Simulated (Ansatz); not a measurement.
GaAlP2 (P-4m2), PBEsol with spin-orbit coupling, rigid bands (Ansatz, a program for electronic structure): Condition of this run: spin-orbit coupling switched on. band gap 1.44 eV, N_c = 2.83e19 cm⁻³ and N_v = 2.44e19 cm⁻³ at 300 K, conductivity masses along z (a = (3.86, 0.00, 0.00) Å; b = (0.00, 3.86, 0.00) Å; c = (0.00, 0.00, 5.45) Å) of 0.376 mₑ (electrons) and 0.629 mₑ (holes). Take k_BT = 0.02585 eV.

Q: What thermal injection velocity √(2k_BT/πm) limits a ballistic channel along the direction named?

A: 8.77e6 cm/s for electrons and 6.78e6 cm/s for holes, a ratio of √(m_h/m_e) = 1.29, for dilute carriers.

Q: What built-in voltage has an abrupt junction with N_A = 1e16 and N_D = 1e18 cm⁻³, all dopants ionised?

A: V_bi = E_g/e − (k_BT/e) ln(N_c N_v/(N_A N_D)) = 1.44 − 0.02585 × 11.14 = 1.15 V. It follows the computed gap one for one.

Q: A film of it is 8 nm thick, with its normal along the direction named. Estimate the confinement energies in an infinite well.

A: ħ²π²/(2m t²) = 0.376 eV·nm²/(m/mₑ × t²) gives 15.6 meV for electrons and 9.34 meV for holes, so the gap would widen to about 1.46 eV. Finite barriers and nonparabolic bands lower this, and with several valleys or bands the heaviest mass along the normal sets the lowest level, not this average.

Rigid, parabolic bands with the computed gap; masses take one relaxation time for all states.

Computed structure with no diffraction record at hand here (it may be known, metastable or hypothetical): GaAlP2 (P-4m2).
